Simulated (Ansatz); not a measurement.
Take AlN in the wurtzite structure (space group P6_3mc, No. 186; a = 3.1066 Å, c = 4.9780 Å) as the base. Axes: x lies along a and z along c of the hexagonal cell.

Levels (all Ansatz, a program for electronic structure, PAW, earlier PAW set): r2SCAN (500 eV, no SOC); HSE06 (420 eV, no spin-orbit coupling).

Its gap is 4.87 eV with r2SCAN and 5.60 eV with HSE06.

Now apply this change: uniaxial strain ε_zz = −3.17 %, all other strain components held at zero, atoms relaxed at fixed cell.

With r2SCAN the gap becomes 4.96 eV.

Q: If the HSE06 correction stayed the same, what would the HSE06 gap be, and what does the HSE06 run give?

A: A rigid correction of +0.73 eV gives 5.69 eV. The HSE06 run gives 5.71 eV, so the two effects roughly add.

Single points use the geometry relaxed with r2SCAN. Whether these cells are dynamically stable was not tested.
